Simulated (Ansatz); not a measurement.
A constructed model of the (0001) surface of hcp Ti, a layer of Ta in place of the third plane (bottom of the slab: a bare face, its two planes held)

Computed with PBE (plane waves to 420 eV, PAW; Ansatz, a first-principles code).

Set-up: 6 atoms, 11.7 Å thick at the start; mesh 15x15x1; 0.1 eV smearing; dipole correction on; 2 atoms held, the rest relaxed; start symmetry kept, larger cells not searched; no spin, no spin-orbit, no U. In PBE it is, or lies within 0.01 eV a 1x1 cell of, the lowest of the 2 structures of its composition computed so far; larger cells were not tried.

- work function of the top face = 4.39 eV
- energy released by relaxation = 0.055 eV
- cost = around 100 core-seconds (rough)
